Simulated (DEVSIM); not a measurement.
Structure: Pd/SiO2/n-Ge capacitor, at 300 K.

```tsv
layer (left to right)	material	thickness (nm)	Nd (cm⁻³)
1	SiO2	0.840	-
2	Ge	930	4.1e17
```

Metal gate on the left, work function 5.2 eV. Fixed charge at the semiconductor interface 2.8e11 cm⁻² (in units of +e); interface traps 8.3e10 cm⁻² eV⁻¹, uniform in energy, neutral level at 0.7 of the gap above the valence band.

This is a model device: material constants are rounded textbook-type values typed into the input, and sizes, dopings and lifetimes were drawn at random. Values at 300 K.

| parameter | SiO2 | Ge |
|---|---|---|
| gap (eV) | 9 | 0.664 |
| affinity (eV) | 0.9 | 4 |
| permittivity | 3.9 | 16 |
| Nc (cm⁻³) | - | 1.04e19 |
| Nv (cm⁻³) | - | 6e18 |

Simulated with DEVSIM: 1D Poisson equation in equilibrium, Boltzmann statistics, complete ionisation; no quantum confinement or tunnelling. Metal contacts follow the ideal Schottky-Mott rule: no Fermi-level pinning, no interface dipoles.

**Question.** Tabulate band edges, carrier densities and field at 0.75 V on the gate.

**Answer.** Energies count from the Fermi level of the right contact; mesh points crowd at the junctions.

| x (μm) | Ec (eV) | Ev (eV) | n (cm⁻³) | p (cm⁻³) | field (V/cm) |
|---|---|---|---|---|---|
| 0.000 | 3.550 | -5.450 | < 1e2 | < 1e2 | -790000 |
| 0.0004200 | 3.517 | -5.483 | < 1e2 | < 1e2 | -790000 |
| 0.0008400 | 0.384 | -0.280 | 3.6e12 | 1.2e14 | -340000 |
| 0.001744 | 0.370 | -0.294 | 6.3e12 | 7.0e13 | -160000 |
| 0.004025 | 0.336 | -0.328 | 2.4e13 | 1.8e13 | -140000 |
| 0.007404 | 0.290 | -0.374 | 1.4e14 | 3.1e12 | -130000 |
| 0.01341 | 0.220 | -0.444 | 2.1e15 | 2.1e11 | -100000 |
| 0.02956 | 0.114 | -0.550 | 1.3e17 | 3.4e9 | -34000 |
| 0.05278 | 0.085 | -0.579 | 3.8e17 | 1.1e9 | -2200 |
| 0.09403 | 0.084 | -0.580 | 4.1e17 | 1.1e9 | ≈ 0 |
| 0.1673 | 0.084 | -0.580 | 4.1e17 | 1.1e9 | ≈ 0 |
| 0.3524 | 0.084 | -0.580 | 4.1e17 | 1.1e9 | ≈ 0 |
| 0.5763 | 0.084 | -0.580 | 4.1e17 | 1.1e9 | ≈ 0 |
| 0.7318 | 0.084 | -0.580 | 4.1e17 | 1.1e9 | ≈ 0 |
| 0.8400 | 0.084 | -0.580 | 4.1e17 | 1.1e9 | ≈ 0 |
| 0.8802 | 0.084 | -0.580 | 4.1e17 | 1.1e9 | ≈ 0 |
| 0.9029 | 0.084 | -0.580 | 4.1e17 | 1.1e9 | ≈ 0 |
| 0.9156 | 0.084 | -0.580 | 4.1e17 | 1.1e9 | ≈ 0 |
| 0.9242 | 0.084 | -0.580 | 4.1e17 | 1.1e9 | ≈ 0 |
| 0.9276 | 0.084 | -0.580 | 4.1e17 | 1.1e9 | ≈ 0 |
| 0.9295 | 0.084 | -0.580 | 4.1e17 | 1.1e9 | ≈ 0 |
| 0.9308 | 0.084 | -0.580 | 4.1e17 | 1.1e9 | ≈ 0 |
